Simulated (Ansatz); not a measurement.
Ir (Fm-3m), LDA, DFPT electron-phonon coupling, linearised Boltzmann equation (Ansatz, an electronic-structure program). Condition of this run: functional LDA. Phonon-limited resistivity 4.22 μΩ·cm at 300 K, 5.74 μΩ·cm at 400 K, current-weighted mean free path 9.3 nm, Drude plasma energy 10.90 eV.

Estimate the electronic thermal conductivity at 300 K by the Wiedemann-Franz law (L₀ = 2.44×10⁻⁸ W·Ω/K²).

L₀T/ρ = 2.44×10⁻⁸ × 300/(4.22×10⁻⁸) = 173 W/(m·K). Inelastic scattering puts the true Lorenz number somewhat under L₀ near and below the Debye temperature.

Estimate the resistivity of a 40 nm square wire with diffuse walls from ρ ≈ ρ₀(1 + 3ℓ/4d).

1 + 0.75 × 9.3/40 = 1.17, so ρ ≈ 4.96 μΩ·cm and a line 1 μm long has 31.0 Ω. The formula is the free-electron limit for d well above ℓ; grain boundaries add to it.

What is the classical skin depth at 10 GHz (nonmagnetic, μ₀ = 1.257×10⁻⁶ H/m)?

δ = √(ρ/(π f μ₀)) = 1030 nm.

A metal at this level (no band gap). Only scattering by harmonic phonons is included (no impurities, grain boundaries, electron-electron scattering or thermal expansion). Spin-orbit coupling is left out, which matters with elements this heavy. Halving the electron mesh (36x36x36) moves the resistivity by up to 1 % at 300 K, the mean free path by up to 5 %. Smearing 0.20 eV; phonons on a 6x6x6 q mesh, which this run doesn't test.
